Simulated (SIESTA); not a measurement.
A self-consistent single point of Nb3Sn (Pm-3n, 8 atoms in the cell) with SIESTA.

Computed with GGA PBE, numerical atomic orbitals TZP, PseudoDojo PBE standard norm-conserving potentials (rewritten from UPF to PSML) (SIESTA 5.4.2).

The change in words: lattice scaled by 0.98. Reference geometry:
```xyz
8
Lattice="5.3043 0.0000 0.0000 0.0000 5.3043 0.0000 0.0000 0.0000 5.3043" Properties=species:S:1:pos:R:3 pbc="T T T"
Nb     1.3261     0.0000     2.6522
Nb     3.9782     0.0000     2.6522
Nb     2.6522     3.9782     0.0000
Nb     2.6522     1.3261     0.0000
Nb     0.0000     2.6522     3.9782
Nb     0.0000     2.6522     1.3261
Sn     0.0000     0.0000     0.0000
Sn     2.6522     2.6522     2.6522
```

Reference input (self-consistent single point, DFT, GGA PBE, numerical atomic orbitals TZP, PseudoDojo PBE standard norm-conserving potentials (rewritten from UPF to PSML)): XC.functional = GGA; XC.authors = PBE; potentials = PseudoDojo PBE standard; PAO.BasisSize = TZP; PAO.EnergyShift = 0.005 Ry; MeshCutoff = 400 Ry; kgrid.MonkhorstPack = 5 5 5; OccupationFunction = FD; ElectronicTemperature = 0.1 eV; MaxSCFIterations = 150; SCF.Mixer.Method = Pulay; SCF.Mixer.Weight = 0.1. This run's input differs from it in these lines:

```diff
@@ -12,5 +12,5 @@
 %block LatticeVectors
-     5.304327000    0.000000000    0.000000000
-     0.000000000    5.304327000    0.000000000
-     0.000000000    0.000000000    5.304327000
+     5.198240000    0.000000000    0.000000000
+     0.000000000    5.198240000    0.000000000
+     0.000000000    0.000000000    5.198240000
 %endblock LatticeVectors
@@ -18,10 +18,10 @@
 %block AtomicCoordinatesAndAtomicSpecies
-     1.326081750    0.000000000    2.652163500  1
-     3.978245250    0.000000000    2.652163500  1
-     2.652163500    3.978245250    0.000000000  1
-     2.652163500    1.326081750    0.000000000  1
-     0.000000000    2.652163500    3.978245250  1
-     0.000000000    2.652163500    1.326081750  1
+     1.299560000    0.000000000    2.599120000  1
+     3.898680000    0.000000000    2.599120000  1
+     2.599120000    3.898680000    0.000000000  1
+     2.599120000    1.299560000    0.000000000  1
+     0.000000000    2.599120000    3.898680000  1
+     0.000000000    2.599120000    1.299560000  1
      0.000000000    0.000000000    0.000000000  2
-     2.652163500    2.652163500    2.652163500  2
+     2.599120000    2.599120000    2.599120000  2
 %endblock AtomicCoordinatesAndAtomicSpecies
```

The program printed (abridged):

```
        iscf     Eharris(eV)        E_KS(eV)     FreeEng(eV)     dDmax    Ef(eV) dHmax(eV)
   scf:    1   -14388.710958   -14452.188597   -14452.476673  1.421743 -4.335165  5.340656
   scf:    2   -14455.738295   -14454.025114   -14454.322584  0.127423 -4.506615  4.257437
   scf:    3   -14458.477774   -14457.008016   -14457.334603  0.367761 -5.104943  1.911965
   scf:    4   -14457.216648   -14457.166250   -14457.489546  0.056417 -5.132114  0.394722
   scf:    5   -14457.212225   -14457.193996   -14457.519413  0.023120 -5.176067  0.117466
   scf:    6   -14457.192227   -14457.195218   -14457.521556  0.010081 -5.224397  0.068375
   scf:    7   -14457.196147   -14457.195718   -14457.522030  0.003283 -5.217884  0.063122
   scf:    8   -14457.196581   -14457.196351   -14457.522494  0.002357 -5.208276  0.009886
   scf:    9   -14457.196309   -14457.196335   -14457.522511  0.000462 -5.209925  0.001037
   scf:   10   -14457.196344   -14457.196340   -14457.522511  0.000041 -5.209956  0.000011
SCF Convergence by DM+H criterion
max |DM_out - DM_in|         :     0.0000406054
max |H_out - H_in|      (eV) :     0.0000110897
SCF cycle converged after 10 iterations

Using DM_out to compute the final energy and forces

siesta: E_KS(eV) =           -14457.1963

siesta: E_KS - E_eggbox =    -14457.1963

siesta: Atomic forces (eV/Ang):
     1    0.000000    0.000000   -0.000000
     2   -0.000000    0.000000   -0.000000
     3    0.000000    0.000000    0.000000
     4    0.000000   -0.000000    0.000000
     5   -0.000000   -0.000000   -0.000000
     6   -0.000000   -0.000000    0.000000
     7   -0.000000    0.000000   -0.000000
     8    0.000000    0.000000    0.000000
   Tot   -0.000000   -0.000000   -0.000000
   Max    0.000000
   Res    0.000000    sqrt( Sum f_i^2 / 3N )
   Max    0.000000    constrained

   [... lines left out ...]
siesta: FreeEng =    -14457.522511
   [... lines left out ...]
siesta:    -0.081698    0.000000    0.000000
siesta:     0.000000   -0.081698   -0.000000
siesta:     0.000000    0.000000   -0.081698

siesta: Cell volume =        140.465277 Ang**3

siesta: Pressure (static):
siesta:                Solid            Molecule  Units
siesta:           0.00088981          0.00088981  Ry/Bohr**3
siesta:           0.08169831          0.08169831  eV/Ang**3
siesta:         130.89513086        130.89513129  kBar
```

The run converged in 10 iterations. Against the reference run the free energy rises by 46.3 meV/atom and the pressure goes from 1.26 to 13.09 GPa.

The starting cell comes from a database of computed structures (which also holds hypothetical and non-ambient phases and stackings), without a prior relaxation at this level. Its lattice was rescaled by a random factor within 2.5 % of one. For this run, on top of that: lattice scaled by 0.98. Spin polarisation is off. Values carry the incompleteness of an atom-centred basis. With a pressure of about 13 GPa the cell is away from its equilibrium volume at this level.

Cost on one core of a shared machine: roughly 6 min.
